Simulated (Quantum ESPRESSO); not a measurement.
**A series of runs on MgZr2 (R-3m, 3 atoms in the cell)**

```
CELL_PARAMETERS angstrom
      1.61798     0.93414     7.78351
     -1.61798     0.93414     7.78351
      0.00000    -1.86828     7.78351
ATOMIC_POSITIONS crystal
  Mg 0.00000 0.00000 0.00000
  Zr 0.21943 0.21943 0.21943
  Zr 0.78057 0.78057 0.78057
```

Base run A: PBEsol, GBRV 1.5 ultrasoft (PBESOL) pseudopotentials in Quantum ESPRESSO, self-consistent single point.

Its settings: ecutwfc = 40 Ry; ecutrho = 320 Ry; occupations = smearing; smearing = marzari-vanderbilt; degauss = 0.0036749 Ry; potentials = {Mg: mg_pbesol_v1.4.uspp.F.UPF, Zr: zr_pbesol_v1.uspp.F.UPF}; K_POINTS = automatic 8 8 8 0 0 0; conv_thr = 1e-10 Ry; mixing_beta = 0.4.

The starting cell comes from a database of computed structures (which also holds hypothetical and non-ambient phases and stackings), without a prior relaxation at this level. Its lattice was rescaled by a random factor within 2.5 % of one.

ΔF is the free energy per atom less that of run A. 

| run | mixing_beta, mixing_mode | ΔF (meV/atom) | pressure (GPa) | largest force (eV/Å) | iterations |
|---|---|---|---|---|---|
| A | 0.4, default | 0.00 | -2.80 | 0.208 | 10 |
| B | 0.2, plain | 0.00 | -2.80 | 0.208 | 14 |
| C | 0.5, plain | 0.00 | -2.80 | 0.208 | 11 |
| D | 0.2, TF | 0.00 | -2.80 | 0.208 | 16 |
| E | 0.5, TF | 0.00 | -2.80 | 0.208 | 12 |
| F | 0.2, local-TF | 0.00 | -2.80 | 0.208 | 25 |
| G | 0.5, local-TF | 0.00 | -2.80 | 0.208 | 13 |

Runs B, C, D, E, F, G ended on the same solution as A (within 1 meV/atom). The fewest iterations to that state were 10 (A); the most were 25.
